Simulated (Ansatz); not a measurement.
Take SiO₂ (space group P3_221, No. 154; a = 4.949 Å, c = 5.441 Å) as the base.

Calculations: DFT with PBEsol, PAW potentials and a 420 eV plane-wave cutoff in Ansatz (a first-principles code), spin-orbit coupling left out.

One change was made to it. Results:

| quantity | base | after |
|---|---|---|
| density | 2.59 g/cm³ | 2.39 g/cm³ |
| smallest direct gap | 6.03 eV | 5.75 eV |
| band gap | 5.72 eV | 5.50 eV |
| c/a ratio | 1.100 | 1.093 |

Q: What was done to the base?
A. pressure −2 GPa
B. pressure −1 GPa
C. pressure 30 GPa
D. pressure 0.9 GPa
E. pressure 4.5 GPa

A: A, pressure −2 GPa. For comparison, the band gap in the other runs: pressure 30 GPa gives 6.69 eV; pressure −1 GPa gives 5.64 eV; pressure 4.5 GPa gives 6.01 eV; pressure 0.9 GPa gives 5.79 eV.

Load acts through the strain it causes; cell and atoms are relaxed under it. Whether these cells are dynamically stable was not tested. Competing high-pressure phases were not computed.
